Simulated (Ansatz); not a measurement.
BP (F-43m), HSE06, rigid bands (Ansatz, a first-principles code): band gap 1.95 eV, N_c = 3.80e19 cm⁻³ and N_v = 3.52e19 cm⁻³ at 300 K, conductivity masses of 0.315 mₑ (electrons) and 0.369 mₑ (holes). Take k_BT = 0.02585 eV.

Problem. A film of it is 5 nm thick. Estimate the confinement energies in an infinite well.

Solution. ħ²π²/(2m t²) = 0.376 eV·nm²/(m/mₑ × t²) gives 47.7 meV for electrons and 40.8 meV for holes, so the gap would widen to about 2.04 eV. Finite barriers and nonparabolic bands lower this, and with several valleys or bands the heaviest mass along the normal sets the lowest level, not this average.

Problem. Find the intrinsic carrier density and the intrinsic Fermi level.

Solution. n_i = √(N_c N_v) exp(−E_g/2k_BT) = 3.66e19 × exp(−37.71) = 1.5e3 cm⁻³. The level lies (k_BT/2) ln(N_v/N_c) = -1 meV from mid-gap (positive towards the conduction band). Each 0.1 eV added to the gap lowers n_i by a factor of 6.9.

Problem. What thermal injection velocity √(2k_BT/πm) limits a ballistic channel?

Solution. 9.59e6 cm/s for electrons and 8.86e6 cm/s for holes, a ratio of √(m_h/m_e) = 1.08, for dilute carriers.

Rigid, parabolic bands with the computed gap; masses take one relaxation time for all states. Spin-orbit coupling is left out; where it splits the top of the valence band, N_v and the p-type Seebeck coefficient come out somewhat high without it. Geometry: cell and atoms relaxed with PBEsol.
